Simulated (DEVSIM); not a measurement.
System: abrupt GaAs n-p junction, at 300 K.

| layer (left to right) | material | thickness (μm) | Nd (cm⁻³) | Na (cm⁻³) | τn (s) | τp (s) |
|---|---|---|---|---|---|---|
| 1 | GaAs | 0.100 | 6.3e15 | - | 1.5e-8 | 1.5e-8 |
| 2 | GaAs | 0.750 | - | 1.2e17 | 1.5e-8 | 1.5e-8 |

Left contact: ohmic. Right contact: ohmic. Voltage is applied to the left contact. Recombination: SRH at mid-gap. Mobility is μmin + (μ − μmin)/(1 + (N/Nref)^α).

Constants are typed, rounded textbook-type inputs, not results; the design itself was drawn at random and stands for no fabricated device. Values at 300 K; Nc and Nv go as T^1.5, mobilities as T to minus their exponent, the gap by Varshni's rule with the affinity fixed.

```
parameter             GaAs
----------------  --------
gap (eV)             1.424
affinity (eV)         4.07
permittivity          12.9
Nc (cm⁻³)           4.7e17
Nv (cm⁻³)             9e18
μn (cm²/Vs)           8500
μp (cm²/Vs)            400
μn,min                 500
μp,min                  20
Nref,n                6e16
Nref,p              1.5e17
αn                    0.39
αp                    0.38
T exponent of μn       2.1
T exponent of μp       2.2
Varshni α (eV/K)  0.000541
Varshni β (K)          204
```

DEVSIM, 1D drift-diffusion, Boltzmann statistics, complete ionisation; no tunnelling, impact ionisation, image-force lowering or self-heating.

The temperature was swept, all else fixed.

```
temperature (K)  potential step across the device at zero bias (V)  dark forward voltage at 100 A/cm² (V)  dark forward voltage at 1 A/cm² (V)  largest field in the device at zero bias (V/cm)
---------------  -------------------------------------------------  -------------------------------------  -----------------------------------  -----------------------------------------------
250                                                          1.272                                  1.130                                1.013                                           100000
300                                                          1.201                                  1.036                                0.896                                            95000
350                                                          1.127                                  0.940                                0.776                                            90000
400                                                          1.050                                  0.842                                0.655                                            85000
450                                                          0.971                                  0.744                                0.532                                            79000
500                                                          0.891                                    [?]                                  [?]                                              [?]
```

Q: Complete the blanks.

A: 
- 500, dark forward voltage at 100 A/cm² (V): 0.644
- 500, dark forward voltage at 1 A/cm² (V): 0.409
- 500, largest field in the device at zero bias (V/cm): 73000
